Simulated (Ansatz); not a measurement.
# Effect of pressure 7 GPa on BaTiO3

The reference is BaTiO$_{3}$ (space group P4mm, No. 99; a = 3.9728 Å, c = 4.1123 Å).

Perturbation: cell and atoms relaxed at a pressure of 7 GPa.

Computed with r2SCAN/PAW in Ansatz (a first-principles code), no spin-orbit coupling, earlier PAW set. Γ-centred 8×8×8 mesh, Fermi–Dirac width 0.05 eV.

```json
[
 {"quantity": "volume per atom", "base": "12.98 Å³", "changed": "12.36 Å³", "shift": "-0.62 Å³"},
 {"quantity": "density", "base": "5.97 g/cm³", "changed": "6.27 g/cm³", "shift": "+0.30 g/cm³"},
 {"quantity": "c/a ratio", "base": "1.035", "changed": "1.010", "shift": "-0.025"},
 {"quantity": "enthalpy H = E + PV relative to the base's energy", "base": "–", "changed": "+0.55 eV/atom", "shift": "–"},
 {"quantity": "band gap", "base": "2.23 eV", "changed": "2.29 eV", "shift": "+0.06 eV"},
 {"quantity": "gap character", "base": "indirect, A → Γ", "changed": "indirect, A → Γ", "shift": "–"},
 {"quantity": "mean gap deformation potential ΔEg/Δln V", "base": "–", "changed": "-1.1 eV", "shift": "–"},
 {"quantity": "width of the top valence band", "base": "1.30 eV", "changed": "1.07 eV", "shift": "-0.224 eV"}
]
```

Load acts through the strain it causes; cell and atoms are relaxed under it. Whether these cells are dynamically stable was not tested. Competing high-pressure phases were not computed. The final runs are not spin-polarised.
